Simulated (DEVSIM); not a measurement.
System: TaN/Al2O3/SiO2/n-Si capacitor, at 300 K.

Layer 1 from the left is Al2O3, thickness (nm) 4.70. Layer 2 from the left is SiO2, thickness (nm) 0.810. Layer 3 from the left is Si, thickness (nm) 6100, Nd (cm⁻³) 9e15.

Metal gate on the left, work function 4.4 eV. Fixed charge at the semiconductor interface 0 cm⁻² (in units of +e); interface traps 9.8e11 cm⁻² eV⁻¹, uniform in energy, neutral level at 0.5 of the gap above the valence band.

This is a model device: material constants are rounded textbook-type values typed into the input, and sizes, dopings and lifetimes were drawn at random. Values at 300 K.

Al2O3: gap (eV) 6.8, affinity (eV) 1.35, permittivity 9. SiO2: gap (eV) 9, affinity (eV) 0.9, permittivity 3.9. Si: gap (eV) 1.124, affinity (eV) 4.05, permittivity 11.7, Nc (cm⁻³) 2.86e19, Nv (cm⁻³) 3.1e19.

DEVSIM, 1D Poisson equation in equilibrium, Boltzmann statistics, complete ionisation; no quantum confinement or tunnelling. Metal contacts follow the ideal Schottky-Mott rule: no Fermi-level pinning, no interface dipoles.

What does the simulation give for the flat-band voltage, the minimum of the low-frequency capacitance?

flat-band voltage 0.19 V; minimum of the low-frequency capacitance 0.167 μF/cm².
